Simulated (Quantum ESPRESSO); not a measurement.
Quantum ESPRESSO 7.5, DFT, hse, plane waves, PseudoDojo 0.5 standard norm-conserving PBE (local tails restored to the Coulomb form): diamond-structure Si, atoms displaced, 2 atoms. Basis and mesh were picked for this test and aren't claimed converged.

| Quantity | Value |
|---|---|
| cell | 3.84, 3.84, 3.84 Å; 60, 60, 60° |
| distance to the nearest atom | 2.32 to 2.32 Å |
| task | scf |
| k mesh | 6×6×6 |
| ecutwfc | 36 Ry |
| ecutrho | 144 Ry |
| occupations | fixed |
| input_dft | hse |
| nqx1 | 6 |
| nqx2 | 6 |
| nqx3 | 6 |
| conv_thr | 2e-09 Ry |
| tprnfor | true |
| tstress | false |
| k-point pools (-nk) | 32 |
| diagonalization | david (default) |
| mixing_mode | plain (default) |
| mixing_beta | 0.7 (default) |
| mixing_ndim | 8 (default) |
| k-points computed | 112 |
| bands | 4 |
| electrons | 8 |
| G-vectors of the density | 7823 |
| FFT grid | 27×27×27 |

It runs on a single node (AMD EPYC (Zen 5), 96 cores on 1 socket, no SMT, 12 L3 cache groups).

Times are wall-clock medians of two to five runs, from launch to exit, with nothing else on the machine. Processes are pinned to neighbouring cores unless said otherwise. The times hold for this build (conda-forge: Open MPI 5.0, OpenMP, OpenBLAS 0.3.34 (pthreads), FFTW, ScaLAPACK, ELPA). Scratch files lie in a memory file system.

All on 96 ranks. The candidates, on 96 cores each, agree within 1.0 meV/atom in energy, 10 meV/Å in forces (largest component):
A. ecutfock = 36 Ry
B. ecutfock = 72 Ry
C. ecutfock = 144 (default)
D. ecutfock = 54 Ry
E. ecutfock = 108 Ry

Q: Which of these settings finishes first?

A: A (ecutfock = 36 Ry), 6.6 s. At the other end C takes 3.6× as long.

```csv
candidate,wall time,repeats,SCF iterations (all exchange cycles)
A,6.6 s,2 runs within 5 %,22
D,9.0 s,2 runs within 1 %,22
B,9.4 s,2 runs within 3 %,22
E,16 s,2 runs within 1 %,22
C,24 s,2 runs within 1 %,22
```
